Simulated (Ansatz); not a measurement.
Input and output of a self-consistent single point for AuZn (Pm-3m, 2 atoms in the cell) (Ansatz, a quantum-chemistry and plane-wave program)

Computed with PBE, harder PAW files (source: ansatz) (plane waves; Ansatz).

Input as run:

Ansatz 0.2 input:
```yaml
crystal:
  lattice:
    - [3.150000, 0.000000, 0.000000]
    - [0.000000, 3.150000, 0.000000]
    - [0.000000, 0.000000, 3.150000]
  atoms:
    - { symbol: Zn, position_ang: [1.575000, 1.575000, 1.575000] }
    - { symbol: Au, position_ang: [0.000000, 0.000000, 0.000000] }
basis:
  ecutwfc: 48.5 Ry
kpoints:
  mp_grid:
    grid: [10, 10, 10]
hamiltonian:
  xc: pbe
  pseudopotentials:
    kind: paw
    source: ansatz
scf:
  occupations:
    method: methfessel_paxton
    width: 0.0147 Ry
output:
  forces: true
  eigenvalues: true
  stress: true
```

Output, abridged:

```
WARN basis.ecutwfc = 659.876116465209 eV is below the records' recommended cutoff, and the density's cutoff is lower with it unless basis.ecutrho_ratio is high …
WARN ansatz: RAYON_NUM_THREADS=1 ignored (pool sized by the plan → 1); use --threads N
Pseudopotentials: kind: paw
Pseudopotential: Zn, paw, valence charge 20
Pseudopotential: Au, paw, valence charge 19
Crystal: 2 atoms, lattice volume = 31.256 Å³
Basis set: ecut = 659.876116465209 eV, 1213 PW (Γ), exchange–correlation on 54×54×54 points (8 copies of the dense FFT grid, shifted against one another)
Bands: 24, of which v1, the nominal top of the filled ones, is band 20 counted from 1 (19 counted from 0)
Symmetry: 48 space group operations
Space group: Pm-3m (ITA 221), of the structure as read, at distance tolerance 3.1e-5 Å
k-points: 56 of 1000
Initial density: superposition of atomic densities (chi_scale 0.1, normalization cell, long waves kept (reshape's long-wave potential 0.00 eV rms))
Initial wavefunctions: pseudopotential atomic-orbital guess
Eigensolver: davidson
Functional: x = pbe(κ = 0.804, μ = 0.2195149727645171), c = pbe(β = 0.06672455060314922)
SCF iter   1: F=—  HF=-20668.906075 eV  |F-HF|=—  |Δ(HF+E_count)|=         —  Δρ=2.15e-1  dr2=1.77e1  ethr=3.10e-3  ⟨swp⟩=4.9  Hψ=5074  notcnv=0
all-band conjugate gradients solve this SCF's bands
preconditioner: auto → Kerker (q_TF=auto, 2.831 Å⁻¹)
SCF iter   2: F=—  HF=-20664.894093 eV  |F-HF|=—  |Δ(HF+E_count)|=    4.01e0  S|Δr|=    0.00e0  Δρ=5.15e-2  dr2=1.07e0  ethr=3.10e-3  ⟨swp⟩=3.0  Hψ=3349  notcnv=0  defer=13
preconditioner: auto → Resta (q_TF=auto, 2.831 Å⁻¹)
SCF iter   3: F=—  HF=-20664.503815 eV  |F-HF|=—  |Δ(HF+E_count)|=   3.90e-1  S|Δr|=    0.00e0  Δρ=3.07e-2  dr2=3.13e-1  ethr=2.74e-3  ⟨swp⟩=2.0  Hψ=2937  notcnv=0  defer=17
SCF iter   4: F=—  HF=-20664.415747 eV  |F-HF|=—  |Δ(HF+E_count)|=   8.81e-2  S|Δr|=    0.00e0  Δρ=1.15e-2  dr2=3.31e-2  ethr=8.02e-4  ⟨swp⟩=2.0  Hψ=2288  notcnv=0  defer=20
SCF iter   5: F=—  HF=-20664.405862 eV  |F-HF|=—  |Δ(HF+E_count)|=   9.89e-3  S|Δr|=    0.00e0  Δρ=3.38e-3  dr2=1.79e-3  ethr=8.48e-5  ⟨swp⟩=2.0  Hψ=2464  notcnv=0  defer=20
SCF iter   6: F=—  HF=-20664.405809 eV  |F-HF|=—  |Δ(HF+E_count)|=   5.29e-5  S|Δr|=    0.00e0  Δρ=4.17e-4  dr2=6.30e-5  ethr=4.60e-6  ⟨swp⟩=1.0  Hψ=1390  notcnv=0  defer=20
SCF iter   7: F=—  HF=-20664.405811 eV  |F-HF|=—  |Δ(HF+E_count)|=   2.06e-6  S|Δr|=    0.00e0  Δρ=1.55e-4  dr2=3.19e-6  ethr=1.61e-7  ⟨swp⟩=2.0  Hψ=1925  notcnv=0  defer=20
SCF iter   8: F=—  HF=-20664.405811 eV  |F-HF|=—  |Δ(HF+E_count)|=   4.28e-8  S|Δr|=    0.00e0  Δρ=2.04e-5  dr2=1.21e-7  ethr=8.18e-9  ⟨swp⟩=2.4  Hψ=2392  notcnv=0  defer=20
SCF iter   9: F=-20664.405811 eV  HF=-20664.405811 eV  |F-HF|=8.40e-10  |Δ(HF+E_count)|=   1.03e-8  S|Δr|=    0.00e0  Δρ=3.35e-6  dr2=1.88e-9  ethr=2.56e-10  ⟨swp⟩=7.3  Hψ=6160  notcnv=0
SCF 1 converged in 9 iterations: F = -20664.405811 eV  dr2 = 1.88e-9
SCF converged after 9 iterations
Stability not checked (fill_not_monotonic)
Free energy (F): -20664.405811 eV
Harris-Foulkes:  -20664.405811 eV  (|F-HF|=8.40e-10)
Internal energy: -20664.405502 eV  (E = F + TS)
E sigma→0 (E₀):  -20664.405734 eV
Entropy (-TS):   -0.000309 eV (-0.155 meV/atom)
Fermi energy:    18.435308 eV
--- Per-component energies (eV) ---
  E_band       = -712.749913
  E_kinetic    = 1435.425451
  E_local      = -9102.527401  (includes V_loc(G=0)·N_el)
  E_nonlocal   = 2085.856044
  E_hartree    = 3037.147236
  E_xc         = -461.906997
  E_vxc        = -558.928579  (∫ρ·V_xc dr)
  E_paw        = -11330.202101  (= ΣΔE_a)
  E_vpaw       = -646.869917  (= ΣTr[D̂ρ^β])
  E_aug_tail   = 0.000110  (compensation charges beyond the density's cutoff)
  E_ewald      = -6328.197842
  E_smearing   = -0.000309  (= −TS)
  E_closure    = -0.000000  (closes the sum)
  Σ components = -20664.405811   (vs F -20664.405811, Δ=0.00e0)
--- Forces (eV/Å), atoms counted from 1 ---
  atom   1  Zn     0.00000000    -0.00000000    -0.00000000
  atom   2  Au    -0.00000000     0.00000000    -0.00000000
  max |Σ_I F_I| component: 2.25e-28 eV/Å
--- Stress (GPa, compression-positive) ---
        4.362138      -0.000000       0.000000
       -0.000000       4.362138      -0.000000
        0.000000      -0.000000       4.362138
  P = ⅓ Tr σ = 4.3621 GPa (43.621 kbar)
  The stress holds the Pulay correction. Without it, at fixed plane waves, as pw.x and ABINIT print it: P = 4.3598 GPa
--- Band table (eV; the first three rows and the last of 56) ---
  k-point 0: bands = ["-107.9881", "-87.7971", "-62.1495", "-62.1495", "-62.1495", "-39.1302", "-39.1302", "-39.1302", "7.8249", "10.3172", "10.3172", "11.0066", "11.0066", "11.0066", "13.0040", "13.0040", "14.6905", "14.6905", "14.6905", "23.4081", [...]
  k-point 1: bands = ["-107.9881", "-87.7970", "-62.1497", "-62.1495", "-62.1495", "-39.1340", "-39.1299", "-39.1299", "8.0023", "10.3558", "10.3694", "11.0046", "11.0046", "11.0212", "12.9755", "13.0521", "14.5585", "14.5585", "14.6759", "22.1263", [...]
  k-point 2: bands = ["-107.9880", "-87.7968", "-62.1501", "-62.1494", "-62.1494", "-39.1441", "-39.1291", "-39.1291", "8.5183", "10.4620", "10.5041", "11.0007", "11.0007", "11.0600", "12.8956", "13.1760", "14.2375", "14.2375", "14.6371", "19.9749", [...]
  k-point 55: bands = ["-107.9878", "-87.7943", "-62.1511", "-62.1511", "-62.1511", "-39.1635", "-39.1635", "-39.1635", "10.7383", "10.7383", "10.7383", "11.3436", "11.3436", "12.0038", "12.0038", "12.0038", "15.3198", "15.3198", "19.8169", [...]
```

The run converged in 9 iterations.

The starting cell has typed, rounded lattice constants, without a prior relaxation at this level. Spin-orbit coupling is off. With a pressure of about 4 GPa the cell is away from its equilibrium volume at this level. Ansatz's pressure includes its estimate of the finite-basis (Pulay) stress. The cutoff lies below the one recommended for these files.
